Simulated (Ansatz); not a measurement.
Results of LDA (PAW; Ansatz, an electronic-structure program) for PdTe (model structure, started from the CsCl type, Pm-3m, No. 221, 2 atoms in the cell).

Run with plane-wave cutoff 520 eV, 16×16×16 k mesh, Fermi–Dirac smearing 0.05 eV, scalar-relativistic PAW data made under PBE.

Cell (relaxed at this level):

PdTe has the cubic space group Pm-3m (No. 221), the CsCl type structure, Pearson symbol cP2. Lattice parameters: a = 3.3656 Å, b = 3.3656 Å, c = 3.3656 Å, α = 90.00°, β = 90.00°, γ = 90.00°. Pd on 1a sees 8 Te at 2.915 Å (cubic). Te on 1b is coordinated by 8 Pd at 2.915 Å and 6 Te at 3.366 Å. (Neighbours: up to the widest gap in distance over summed covalent radii, below 1.35, at either atom; cation-cation and far metal-metal contacts left out.)

Question: Give the computed bulk modulus.

Answer: 
* **bulk modulus**: 133 GPa

The run finds no gap.

Note: the bulk modulus is −V dP/dV from two relaxed cells at ±2 % in volume; the relaxation could raise the start's symmetry but not lower it, so the cell can be a saddle point.

Spin–orbit coupling is not included; it can open a gap where bands touch, and shift volumes and moduli.

A model structure was made by putting elements into a prototype or built by hand; it is no filed structure, need not be a known phase, and can be a saddle point held by its symmetry.
